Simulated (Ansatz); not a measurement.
## SiO2: response to strain

Take SiO₂ in the rutile structure (space group P4_2/mnm, No. 136) as the base.

```yaml
crystal:
  lattice:
    - [4.15488, 0.00000, 0.00000]
    - [0.00000, 4.15488, 0.00000]
    - [0.00000, 0.00000, 2.66145]
  atoms:
    - { symbol: Si, position: [0.00000, 0.00000, 0.00000] }
    - { symbol: Si, position: [0.50000, 0.50000, 0.50000] }
    - { symbol: O, position: [0.30558, 0.30558, 0.00000] }
    - { symbol: O, position: [0.80558, 0.19442, 0.50000] }
    - { symbol: O, position: [0.19442, 0.80558, 0.50000] }
    - { symbol: O, position: [0.69442, 0.69442, 0.00000] }
```

Cartesian axes are those of the cell as printed.

Strains are applied to the cell and any free atomic positions relax.

The values are results of Kohn–Sham DFT with the LDA functional, run in Ansatz (a first-principles code) with PAW and 420 eV plane waves, spin-orbit coupling left out, not measurements.

Candidates:
(a) uniaxial strain ε_zz = +3.00 %
(b) uniaxial strain ε_zz = +0.60 %
(c) uniaxial strain ε_zz = +1.20 %
(d) uniaxial strain ε_zz = +2.40 %
(e) uniaxial strain ε_zz = +1.80 %

Before the change:

The band gap comes out as 5.81 eV.

### Question
Order them by band gap, lowest first.

### Answer
(a) uniaxial strain ε_zz = +3.00 % (5.17 eV), (d) uniaxial strain ε_zz = +2.40 % (5.29 eV), (e) uniaxial strain ε_zz = +1.80 % (5.42 eV), (c) uniaxial strain ε_zz = +1.20 % (5.55 eV), (b) uniaxial strain ε_zz = +0.60 % (5.68 eV)

No phonon test of stability was made.
